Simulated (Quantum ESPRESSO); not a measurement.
A self-consistent single point of BaB2Rh2 (I4/mmm, 5 atoms in the cell) with Quantum ESPRESSO.

Level of theory: PBEsol, GBRV 1.5 ultrasoft (PBESOL) pseudopotentials (plane waves; Quantum ESPRESSO).

```yaml
crystal:
  lattice:
    - [-1.98441, 1.98441, 5.82040]
    - [1.98441, -1.98441, 5.82040]
    - [1.98441, 1.98441, -5.82040]
  atoms:
    - { symbol: Ba, position: [0.00000, 0.00000, 0.00000] }
    - { symbol: B, position: [0.68320, 0.68320, 0.00000] }
    - { symbol: B, position: [0.31680, 0.31680, 0.00000] }
    - { symbol: Rh, position: [0.75000, 0.25000, 0.50000] }
    - { symbol: Rh, position: [0.25000, 0.75000, 0.50000] }
```

Reference input (self-consistent single point, DFT, LDA (PZ), plane waves, GBRV 1.5 ultrasoft (LDA) pseudopotentials): ecutwfc = 40 Ry; ecutrho = 320 Ry; occupations = smearing; smearing = gaussian; degauss = 0.0073499 Ry; potentials = {Ba: ba_lda_v1.uspp.F.UPF, B: b_lda_v1.4.uspp.F.UPF, Rh: rh_lda_v1.4.uspp.F.UPF}; K_POINTS = automatic 9 9 9 0 0 0; conv_thr = 1e-09 Ry. This run's input differs from it in these lines:

```diff
@@ -22,5 +22,5 @@
 ATOMIC_SPECIES
-Ba   137.3270  ba_lda_v1.uspp.F.UPF
-B     10.8100  b_lda_v1.4.uspp.F.UPF
-Rh   102.9055  rh_lda_v1.4.uspp.F.UPF
+Ba   137.3270  ba_pbesol_v1.uspp.F.UPF
+B     10.8100  b_pbesol_v1.4.uspp.F.UPF
+Rh   102.9055  rh_pbesol_v1.4.uspp.F.UPF
 ATOMIC_POSITIONS {bohr}
```

Output (repeated stretches shortened):

```
     Self-consistent Calculation

     iteration #  1     ecut=    40.00 Ry     beta= 0.70

     negative rho (up, down):  2.055E-01 0.000E+00

     total energy              =    -424.04684895 Ry
     estimated scf accuracy    <       2.26337294 Ry

     iteration #  2     ecut=    40.00 Ry     beta= 0.70

     negative rho (up, down):  2.011E-01 0.000E+00

     total energy              =    -424.14491647 Ry
     estimated scf accuracy    <       8.87317358 Ry

     iteration #  3     ecut=    40.00 Ry     beta= 0.70

     negative rho (up, down):  2.005E-01 0.000E+00

     total energy              =    -425.33390207 Ry
     estimated scf accuracy    <       0.13731672 Ry

   [... 6 blocks of this kind left out ...]

     iteration # 10     ecut=    40.00 Ry     beta= 0.70

     negative rho (up, down):  2.000E-01 0.000E+00

     total energy              =    -425.37548822 Ry
     estimated scf accuracy    <          5.2E-09 Ry

     iteration # 11     ecut=    40.00 Ry     beta= 0.70

     negative rho (up, down):  2.000E-01 0.000E+00
     End of self-consistent calculation

     the Fermi energy is    11.7769 ev

!    total energy              =    -425.37548822 Ry
     estimated scf accuracy    <          1.9E-10 Ry
     smearing contrib. (-TS)   =      -0.00036982 Ry
     internal energy E=F+TS    =    -425.37511840 Ry

     convergence has been achieved in  11 iterations

     negative rho (up, down):  2.000E-01 0.000E+00

     Forces acting on atoms (cartesian axes, Ry/au):

     atom    1 type  1   force =     0.00000000    0.00000000    0.00000000
     atom    2 type  2   force =     0.00000000    0.00000000    0.01655220
     atom    3 type  2   force =     0.00000000    0.00000000   -0.01655220
     atom    4 type  3   force =     0.00000000    0.00000000    0.00000000
     atom    5 type  3   force =    -0.00000000    0.00000000   -0.00000000

     Total force =     0.023408     Total SCF correction =     0.000007

     negative rho (up, down):  2.000E-01 0.000E+00
          total   stress  (Ry/bohr**3)                   (kbar)     P=      -85.05
  -0.00064590   0.00000000   0.00000000          -95.01        0.00        0.00
  -0.00000000  -0.00064590  -0.00000000           -0.00      -95.01       -0.00
  -0.00000000  -0.00000000  -0.00044271           -0.00       -0.00      -65.12

   JOB DONE.
```

The run converged in 11 iterations. Against the reference run the pressure goes from -11.26 to -8.51 GPa and the largest force goes from 0.592 to 0.426 eV/Å.

The starting cell comes from a database of computed structures (which also holds hypothetical and non-ambient phases and stackings), without a prior relaxation at this level. Its lattice was rescaled by a random factor within 2.5 % of one. Spin polarisation is off. With a pressure of about -9 GPa the cell is away from its equilibrium volume at this level.

Cost on one core of a shared machine: roughly 3 min.
